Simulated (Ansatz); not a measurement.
TaOs3 (Pm-3m), Ansatz (a first-principles code) with PBEsol, DFPT electron-phonon coupling, linearised Boltzmann equation: phonon-limited resistivity 15.9 μΩ·cm at 300 K, 21.5 μΩ·cm at 400 K, current-weighted mean free path 4.0 nm, Drude plasma energy 7.87 eV.

Problem. What is the classical skin depth at 10 GHz (nonmagnetic, μ₀ = 1.257×10⁻⁶ H/m)?

Solution. δ = √(ρ/(π f μ₀)) = 2010 nm.

Problem. What temperature coefficient of resistance follows, and how does it compare with 1/T?

Solution. (ρ₄₀₀ − ρ₃₀₀)/(100 K × ρ₃₀₀) = 3.52×10⁻³ K⁻¹, against 1/T = 3.33×10⁻³ K⁻¹ for a resistivity proportional to T. It lies higher because phonons are still being populated at 300 K; impurities would add a constant and lower it.

Problem. What Drude relaxation time do resistivity and plasma energy imply?

Solution. ω_p = 1.20e16 s⁻¹, so τ = 1/(ε₀ ω_p² ρ) = 4.97 fs, a damping ħ/τ of 132 meV.

A metal at this level (no band gap). Only scattering by harmonic phonons is included (no impurities, grain boundaries, electron-electron scattering or thermal expansion). Spin-orbit coupling is left out, which matters with elements this heavy. Halving the electron mesh (24x24x24) moves the resistivity by up to 1 % at 300 K, the mean free path by up to 2 %. Smearing 0.20 eV; phonons on a 4x4x4 q mesh, which this run doesn't test.

Computed structure with no diffraction record at hand here (it may be known, metastable or hypothetical): TaOs3 (Pm-3m).
